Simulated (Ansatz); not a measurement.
Start from WC (space group P-6m2, No. 187; a = 2.913 Å, c = 2.835 Å; relaxed with 0.1 eV smearing). Axes: x lies along a and z along c of the hexagonal cell.

The values are results of r2SCAN in Ansatz (plane waves to 500 eV, PAW, spin-orbit coupling left out), not measurements.

The change: tensor shear ε_xz = +1.43 % (engineering shear γ = 0.0286), atoms relaxed at fixed cell.

What happens to the stress and energy relative to the base?

The stress (xx, yy, zz, yz, xz, xy; compression positive) comes out as (0.4, 0.2, 0.4, 0.0, -9.0, 0.0) GPa; the energy rises by 8.4 meV/atom.

The cells carry an imposed strain or load. No phonon test of stability was made. The final runs are not spin-polarised.

Ansatz is a program for electronic structure.
